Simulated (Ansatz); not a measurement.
The starting structures come from a database of crystals and need not be the phases stable at ambient conditions.

Inside the gap of an insulator the Bloch states are evanescent, with a wavenumber k + iκ along the transport direction.

Given:

```
CELL_PARAMETERS angstrom
      4.47018     0.00000     0.00000
      0.00000    13.66508     0.00000
      0.00000     2.19476     5.01743
ATOMIC_POSITIONS crystal
  Sr 0.47313 0.64999 0.60001
  Sr 0.52687 0.35001 0.39999
  Sr 0.97313 0.85001 0.89999
  Sr 0.02687 0.14999 0.10001
  Se 0.50290 0.92153 0.32847
  Se 0.49710 0.07847 0.67153
  Se 0.00290 0.57847 0.17153
  Se 0.99710 0.42153 0.82847
  O  0.03215 0.33553 0.67407
  O  0.96785 0.66447 0.32593
  O  0.53215 0.16447 0.82593
  O  0.46785 0.83553 0.17407
  O  0.46785 0.83553 0.65487
  O  0.53215 0.16447 0.34513
  O  0.96785 0.66447 0.84513
  O  0.03215 0.33553 0.15487
  O  0.87876 0.94498 0.30502
  O  0.12124 0.05502 0.69498
  O  0.37876 0.55502 0.19498
  O  0.62124 0.44498 0.80502
```

Space group of this cell: Pnma. The cell is taken as given; by PBEsol its mean pressure is -0.6 GPa.

Transport runs along the normal of the first two printed cell vectors.

The gap is the functional's own. No spin-orbit coupling. Mid-gap values are interpolated on the energy grid.

Problem. Estimate the band gap and the smallest decay constant κ at mid-gap that PBEsol in Ansatz (a quantum-chemistry and plane-wave program) returns for this system.

Solution. Gap 3.93 eV on a 8×6×6 mesh; κ = 0.434 1/Å, at (0.000, 0.500) of the in-plane reciprocal vectors. At the zone centre, at the nearest computed energy, the slowest state has κ = 0.44 1/Å.
